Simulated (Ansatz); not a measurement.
Consider the following.

```xyz
6
Lattice="3.4291 0.0000 0.0289 0.0000 3.3475 0.0000 -1.3484 0.0000 4.7329" Properties=species:S:1:pos:R:3 pbc="T T T"
Na     0.1789     2.6467     1.4055
Na     1.9018     0.9729     3.3564
H      0.3210     3.1583     4.4570
H      1.7597     1.4845     0.3048
O      0.1011     2.5637     3.6901
O      1.9796     0.8899     1.0717
```

No spin polarisation.

Computed with PBEsol/PAW in Ansatz (an electronic-structure program), no SOC. Γ-centred 10×10×7 mesh, Fermi–Dirac width 0.05 eV.

Question: Predict the smallest direct gap, gap character and band gap.

Answer: Smallest direct gap: 4.09 eV
Gap character: indirect, B → Γ
Band gap: 3.98 eV

Load acts through the strain it causes; cell and atoms are relaxed under it. No phonon test of stability was made. The cell was made from NaOH (space group P2_1, No. 4; a cell from a computed database, its experimental status unchecked) by this change: pressure 3 GPa.
